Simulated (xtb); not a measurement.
xtb 6.7.1, GFN2-xTB: Ca(Br)(amdMe)(NH3)2 (CC1[N](C)[Ca](<-[NH3])(<-[NH3])([Br])<-[N]=1C), 25 atoms. The geometry is a generated start, not checked to be a minimum at this level.

```yaml
method: GFN2-xTB
"--acc": 1 (default)
"--etemp (K)": 300 (default)
detailed input (--input): "none: ANC optimiser, Lindh (1995) Hessian, microcycle=20, maxdispl=1.0, hlow=0.01 (default)"
basis_functions: 67
valence_electrons: 60
```

```xyz
25

Ca     1.2157    -0.4709     0.2127
Br     3.4839    -1.0660     1.3762
C     -2.2228     1.6646     0.1018
C     -0.9316     0.8761     0.1358
N      0.0478     1.1854     0.9567
C     -0.0579     2.3089     1.8486
N     -0.7199    -0.1432    -0.6642
C     -1.7077    -0.5385    -1.6275
H     -3.0551     1.0332    -0.1977
H     -2.1303     2.4782    -0.6178
H     -2.4454     2.0912     1.0761
H      0.8996     2.4243     2.3609
H     -0.2769     3.2468     1.3147
H     -0.8345     2.1644     2.6155
H     -1.2799    -1.3305    -2.2453
H     -2.6202    -0.9376    -1.1573
H     -2.0026     0.2873    -2.2908
N      0.5952    -2.8898     1.1712
H      0.2599    -3.6345     0.5684
H     -0.0402    -2.8156     1.9617
H      1.5085    -3.1599     1.5323
N      2.8581    -0.6516    -1.9458
H      2.9656     0.1094    -2.6122
H      2.7749    -1.5167    -2.4750
H      3.7160    -0.7152    -1.3991
```

The structure is relaxed from this start with --opt LEVEL for the levels crude, sloppy, loose, lax, normal, tight, vtight, extreme, once each. Up to the end of the extreme run atoms move by at most 1.4 Å along an axis.

Task: Choose the cheapest level whose final energy lies within 5 meV of that of extreme.

Result: normal: 48 cycles against 81, ending 2.5 meV above.

| level | cycles | energy above the extreme run (meV) | gradient norm (eV/Å) |
|---|---|---|---|
| crude | 2 | 27 | 0.065 |
| sloppy | 2 | 27 | 0.065 |
| loose | 2 | 27 | 0.065 |
| lax | 4 | 26 | 0.12 |
| normal | 48 | 2.5 | 0.034 |
| tight | 67 | 0.13 | 0.015 |
| vtight | 79 | under 0.01 | 0.0023 |
| extreme | 81 | — | 0.0016 |
